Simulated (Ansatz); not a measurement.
Consider the following.

End structure of CO on the 1x1 (0001) surface of hcp Ti, one in a 2x2 cell, started at the site 'hollow Ti-Ti-Ti over Ti at depth 2.2 Å':

```yaml
crystal:
  lattice:
    - [5.87727, 0.00000, 0.00000]
    - [-2.93864, 5.08987, 0.00000]
    - [0.00000, 0.00000, 26.00000]
  atoms:
    - { symbol: Ti, position: [0.33333, 0.16667, 0.36988] }
    - { symbol: Ti, position: [0.33333, 0.66667, 0.36988] }
    - { symbol: Ti, position: [0.83333, 0.16667, 0.36988] }
    - { symbol: Ti, position: [0.83333, 0.66667, 0.36988] }
    - { symbol: Ti, position: [0.16667, 0.33333, 0.45305] }
    - { symbol: Ti, position: [0.16667, 0.83333, 0.45305] }
    - { symbol: Ti, position: [0.66667, 0.33333, 0.45305] }
    - { symbol: Ti, position: [0.66667, 0.83333, 0.45305] }
    - { symbol: Ti, position: [0.33333, 0.16667, 0.54323] }
    - { symbol: Ti, position: [0.33705, 0.66852, 0.54777] }
    - { symbol: Ti, position: [0.83148, 0.16295, 0.54777] }
    - { symbol: Ti, position: [0.83148, 0.66852, 0.54777] }
    - { symbol: Ti, position: [0.17304, 0.32696, 0.62966] }
    - { symbol: Ti, position: [0.17304, 0.84609, 0.62966] }
    - { symbol: Ti, position: [0.65391, 0.32696, 0.62966] }
    - { symbol: Ti, position: [0.66667, 0.83333, 0.63397] }
    - { symbol: C, position: [0.33333, 0.16667, 0.69004] }
    - { symbol: O, position: [0.33333, 0.16667, 0.73601] }
```

Slab: 18 atoms, 6.8 Å thick at the start under the adsorbate (thin: gaps and levels are the slab's own); k 6x6x1, smearing 0.1 eV, dipole-corrected; single point; on the structure that PBE left under its start's symmetry; no spin, no spin-orbit, no U, no dispersion correction. At the end it is bonded to 3 Ti. In PBE it is, or lies within 0.03 eV of, the lowest of the starts that converged; the order may differ at this level.

A negative adsorption energy means that the adsorbate is more stable on the surface than in its reference.

**Question.** What work function of the top face does r2SCAN, at the PBE geometry (Ansatz, a first-principles code) give?

**Answer.** 5.35 eV

**Question.** Give the change of the work function at the level r2SCAN, at the PBE geometry.

**Answer.** 0.83 eV

**Question.** What is the computed change of the step from the bottom to the top vacuum level, against the clean slab (r2SCAN, at the PBE geometry)?

**Answer.** 0.84 eV

**Question.** Predict the adsorption energy against CO(g) at the same level from r2SCAN, at the PBE geometry.

**Answer.** -48.3 kcal/mol
